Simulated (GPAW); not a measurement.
## One base run on LiMg (Pmma, 4 atoms in the cell) and variants with one or two settings moved

```
CELL_PARAMETERS angstrom
      4.91263     0.00000     0.00000
      0.00000     3.34025     0.00000
      0.00000     0.00000     4.93396
ATOMIC_POSITIONS crystal
  Li 0.75000 0.00000 0.25712
  Li 0.25000 0.00000 0.74288
  Mg 0.25000 0.50000 0.24387
  Mg 0.75000 0.50000 0.75613
```

Base run A: PBEsol, GPAW PAW datasets PBEsol (made by gpaw-setup) (GPAW 25.7.0), self-consistent single point.

Its settings: mode = pw; ecut = 800 eV; xc = PBEsol; kpts = 5 7 5; mesh shift (steps) = 0 0 0; occupations.name = methfessel-paxton; occupations.width = 0.05 eV; occupations.order = 0; nbands = -12; convergence.forces = 0.001 eV/Å; symmetry.symmorphic = false; symmetry.tolerance = 0.0005; maxiter = 100.

The starting cell comes from a database of computed structures (which also holds hypothetical and non-ambient phases and stackings), without a prior relaxation at this level.

ΔF is the free energy per atom less that of run A. A dash stands where there is no value to compare (another energy zero or no entropy term, no result, no spin, no clean gap, or a mesh too coarse for one). Absolute energies have different zeros for different potentials, functionals, Hubbard and dispersion terms and are not compared across them.

Run A gave: pressure (GPa) -0.35; largest force (eV/Å) 0.017; k-points 36.

Runs:
- B: convergence.forces: 0.001 eV/Å → default; convergence.energy: default → 5e-12 eV/electron; convergence.density: default → 1e-07 e/electron; convergence.eigenstates: default → 5e-16
- C: dispersion: default → d3bj [PBEsol-D3(BJ)]
- D: lattice scaled by 1.03; ecut: 800 eV → 480 eV
- E: kpts: 5 7 5 → 6 8 6
- F: ecut: 800 eV → 1600 eV
- G: symmetry.symmorphic: false → default; symmetry.tolerance: 0.0005 → default; symmetry: default → off
- H: mixer.beta: default → 0.2

Question: What does run C change against A?

Answer: The pressure goes from -0.35 to -2.13 GPa and the largest force stays at 0.017 eV/Å.

Question: What does run D change against A?

Answer: The free energy rises by 21.4 meV/atom and the largest force hardly changes (0.017 to 0.015 eV/Å).

| run | ΔF (meV/atom) | pressure (GPa) | largest force (eV/Å) | k-points |
|---|---|---|---|---|
| A | 0.00 | -0.35 | 0.017 | 36 |
| B | 0.00 | -0.35 | 0.017 | 36 |
| C | – | -2.13 | 0.017 | 36 |
| D | 21.4 | – | 0.015 | 36 |
| E | 3.2 | -0.31 | 0.019 | 80 |
| F | -0.03 | -0.35 | 0.017 | 36 |
| G | 0.00 | -0.35 | 0.017 | 175 |
| H | 0.00 | -0.35 | 0.017 | 36 |
